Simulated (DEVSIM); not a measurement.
Device: abrupt GaAs p-n junction, at 350 K.

Layer 1 from the left is GaAs, thickness (μm) 0.160, Na (cm⁻³) 9.1e16, τn (s) 4e-10, τp (s) 4e-10. Layer 2 from the left is GaAs, thickness (μm) 1.80, Nd (cm⁻³) 4e15, τn (s) 4e-10, τp (s) 4e-10.

Left contact: ohmic. Right contact: ohmic. Voltage is applied to the left contact. Recombination: SRH at mid-gap, Auger. Mobility is constant in doping.

Constants are typed, rounded textbook-type inputs, not results; the design itself was drawn at random and stands for no fabricated device. Values at 300 K; Nc and Nv go as T^1.5, mobilities as T to minus their exponent, the gap by Varshni's rule with the affinity fixed.

GaAs: gap (eV) 1.424, affinity (eV) 4.07, permittivity 12.9, Nc (cm⁻³) 4.7e17, Nv (cm⁻³) 9e18, μn (cm²/Vs) 8500, μp (cm²/Vs) 400, T exponent of μn 2.1, T exponent of μp 2.2, Cn (cm⁶/s) 1e-30, Cp (cm⁶/s) 1e-30, Varshni α (eV/K) 0.000541, Varshni β (K) 204.

Model (solved in DEVSIM): 1D drift-diffusion, Boltzmann statistics, complete ionisation; no tunnelling, impact ionisation, image-force lowering or self-heating.

What does the simulation give for the dark forward voltage at 1 A/cm², the dark forward voltage at 100 A/cm², the potential step across the device at zero bias, the largest field in the device at zero bias?

dark forward voltage at 1 A/cm² 0.813 V; dark forward voltage at 100 A/cm² 0.971 V; potential step across the device at zero bias 1.105 V; largest field in the device at zero bias 34000 V/cm.
